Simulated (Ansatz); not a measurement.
The starting structures come from a database of crystals and need not be the phases stable at ambient conditions.

 Where the default PAW files enter, the runs use the earlier of Ansatz's two default sets.

Given:

```
KBH4
1.0
    4.67774     0.00000     0.00000
    0.00000     6.54862     0.00000
    0.00000     0.00546     4.66337
K B H
2 2 8
Cartesian
  1.16944   1.64047   3.49841
  3.50831   4.91362   1.16496
  3.50831   1.63879   1.16813
  1.16944   4.91530   3.49524
  1.16944   5.62085   2.49411
  3.50831   0.93323   2.16926
  0.17032   4.20778   3.49543
  4.50742   2.34630   1.16794
  2.50919   2.34630   1.16794
  2.16855   4.20778   3.49543
  1.16944   5.62247   4.49535
  3.50831   0.93161   0.16802
```

Space group of this cell: P2_1/m. The cell is taken as given.

Transport runs along the normal of the first two printed cell vectors.

The gap is the functional's own. No spin-orbit coupling. Mid-gap values are interpolated on the energy grid.

Q: Estimate the band gap and the smallest decay constant κ at mid-gap that PBEsol (Ansatz, a program for electronic structure) returns for this system.

A: Gap 5.87 eV on a 6×6×8 mesh; κ = 0.434 1/Å, at (0.000, 0.500) of the in-plane reciprocal vectors. At the zone centre, at the nearest computed energy, the slowest state has κ = 0.45 1/Å.
